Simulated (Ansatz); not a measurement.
The starting structures come from a database of crystals and need not be the phases stable at ambient conditions.

 Where the default PAW files enter, the runs use the earlier of Ansatz's two default sets.

```
CELL_PARAMETERS angstrom
      4.84693     0.00000     0.00000
      0.00000     7.08994     0.00000
      0.00000     0.00000     4.98540
ATOMIC_POSITIONS crystal
  Al 0.74785 0.39040 0.03051
  Al 0.25215 0.60960 0.96949
  Al 0.75215 0.10960 0.53051
  Al 0.24785 0.89040 0.46949
  Al 0.75215 0.89040 0.96949
  Al 0.24785 0.10960 0.03051
  Al 0.74785 0.60960 0.46949
  Al 0.25215 0.39040 0.53051
  O  0.89298 0.65400 0.10198
  O  0.10702 0.34600 0.89802
  O  0.60702 0.84600 0.60198
  O  0.39298 0.15400 0.39802
  O  0.60702 0.15400 0.89802
  O  0.39298 0.84600 0.10198
  O  0.89298 0.34600 0.39802
  O  0.10702 0.65400 0.60198
  O  0.95060 0.00000 0.25000
  O  0.04940 0.00000 0.75000
  O  0.54940 0.50000 0.75000
  O  0.45060 0.50000 0.25000
```

Space group of this cell: Pbcn. The cell is taken as given; by r2SCAN its mean pressure is -7.5 GPa.

Computed with r2SCAN (plane waves, PAW; Ansatz, a quantum-chemistry and plane-wave program).

The current runs along the normal of the first two printed vectors; no spin-orbit coupling. Scaled by the factor s: both lengths across the current (ions clamped). The meshes follow the cell: 6×6×6 and 6×6 across at s = 0.98, 6×4×6 and 6×4 across at s = 1.00, 6×4×6 and 6×4 across at s = 1.02.

| s | mean pressure (GPa) | slowest mid-gap decay constant κ (1/Å) |
|---|---|---|
| 0.98 | 2.8 | 0.394 |
| 1.00 | -7.5 | 0.376 |
| 1.02 | -15.9 | ? |

Q: Take the slope of the slowest mid-gap decay constant κ against ln s from the two given rows, extrapolate to s = 1.02, and say what the run there gives.

A: Slope = (0.394 − 0.376) / ln 0.98 = -0.891 1/Å. The line gives 0.376 + (-0.891) × ln 1.02 = 0.358 1/Å. The run gives 0.358 1/Å, as the line does.
